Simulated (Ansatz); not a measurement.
All values below come from PBE (plane waves to 420 eV, PAW; Ansatz, an electronic-structure program).

Plane-averaged electrostatic potential energy along the normal, in eV from the highest filled level, for a constructed model of the (111)A surface of zinc-blende BP, B-terminated, 2x2 P adatom at T4 (bottom of the slab: 3 H on 4 bottom sites):

```csv
z (Å),V (eV)
3.95,3.96
4.24,3.96
4.52,3.96
4.80,3.96
5.08,3.96
5.37,3.96
5.65,3.96
5.93,3.96
6.21,3.95
6.50,3.94
6.78,3.91
7.06,3.86
7.34,3.72
7.62,3.42
7.91,2.62
8.19,1.13
8.47,0.94
8.75,-0.34
9.04,-4.95
9.32,-10.71
9.60,-14.23
9.88,-15.68
10.17,-13.54
10.45,-8.41
10.73,-2.86
11.01,0.32
11.30,0.05
11.58,-3.63
11.86,-9.65
12.14,-13.75
12.43,-15.52
12.71,-14.27
12.99,-9.69
13.27,-4.33
13.56,-0.16
13.84,0.48
14.12,-2.06
14.40,-7.83
14.69,-12.82
14.97,-15.19
15.25,-15.11
15.53,-11.23
15.81,-5.93
16.10,-1.04
16.38,0.64
16.66,-0.84
16.94,-5.89
17.23,-11.69
17.51,-14.96
17.79,-15.53
18.07,-12.40
18.36,-7.25
18.64,-2.42
18.92,0.24
19.20,-0.47
19.49,-3.48
19.77,-8.42
20.05,-13.19
20.33,-15.80
20.62,-14.94
20.90,-9.73
21.18,-3.56
21.46,0.06
21.75,0.59
22.03,0.36
22.31,0.69
22.59,1.90
22.87,3.50
23.16,4.49
23.44,4.95
23.72,5.16
24.00,5.26
24.29,5.30
24.57,5.32
24.85,5.33
25.13,5.34
25.42,5.34
25.70,5.34
25.98,5.34
26.26,5.34
26.55,5.34
```

Model: 44-atom slab, 14.2 Å thick at the start with caps and adatoms, 4x4x1 mesh, Fermi-Dirac 0.025 eV, dipole correction, 8 atoms held, the rest relaxed; start symmetry kept, larger cells not searched; no spin, no spin-orbit, no U. In PBE it is, or lies within 0.01 eV a 1x1 cell of, the lowest of the 2 structures of its composition computed so far; subsurface sites and larger cells were not tried.

Task: The surface cell has an area of 35.83 Å². What dipole along the normal does the step between the two vacuum levels imply?

Result: the top vacuum level lies 1.38 eV above the bottom one; p = −ε₀ A ΔV (ε₀ = 0.005526 e/(V·Å)) gives -0.27 e·Å a cell.
